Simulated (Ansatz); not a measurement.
Base system: W in the bcc (W type) structure (space group Im-3m, No. 229; a = 3.1835 Å).

Structures relaxed with Kohn–Sham DFT with the PBE functional, run in Ansatz (a first-principles code) with PAW and 420 eV plane waves, without spin-orbit coupling.

Base:

Simulated powder pattern, Cu Kα1, λ = 1.54056 Å (kinematic, ideal powder, no thermal factors, no anomalous dispersion; the 8 strongest lines at most, above 2 %, up to 2θ = 90°):

| 2θ (°) | I/Imax (%) | hkl |
|---|---|---|
| 40.02 | 100 | (110) |
| 57.88 | 17 | (200) |
| 72.69 | 36 | (211) |
| 86.37 | 12 | (220) |

It is then changed as follows: a hydrostatic pressure of 0.9 GPa.

After the change:

Simulated powder pattern, Cu Kα1, λ = 1.54056 Å (kinematic, ideal powder, no thermal factors, no anomalous dispersion; the 8 strongest lines at most, above 2 %, up to 2θ = 90°):

```tsv
2θ (°)	I/Imax (%)	hkl
40.06	100	(110)
57.94	17	(200)
72.78	36	(211)
86.48	12	(220)
```

The indices refer to the base's conventional cell; one index is shown for lines that coincide.

Load acts through the strain it causes; cell and atoms are relaxed under it. Stability against distortions was not tested. The final runs are not spin-polarised.
